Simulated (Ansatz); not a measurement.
Consider the following.

```
CELL_PARAMETERS angstrom
      0.00000     2.24334     2.24334
      2.24334     0.00000     2.24334
      2.24334     2.24334     0.00000
ATOMIC_POSITIONS crystal
  N  0.75000 0.75000 0.75000
  Ga 0.00000 0.00000 0.00000
```

A single point on GaN with a change (pressure 1.5 GPa), its geometry relaxed with r2SCAN.

Computed with HSE06/PAW in Ansatz (a quantum-chemistry and plane-wave program), noncollinear with spin-orbit coupling. Γ-centred 8×8×8 mesh, Fermi–Dirac width 0.01 eV.

Problem. What is the computed band gap?

Solution. 3.05 eV.

Problem. Predict the valence-band top at Γ (three highest Kramers pairs, from the VBM).

Solution. 0.00, 0.00, -0.02 eV.

Single points use the geometry relaxed with r2SCAN. Load acts through the strain it causes; cell and atoms are relaxed under it. Whether these cells are dynamically stable was not tested. The cell was made from GaN in the zinc blende structure (space group F-43m, No. 216) by this change: pressure 1.5 GPa. This is not the structure that GaN has at room temperature and ambient pressure.
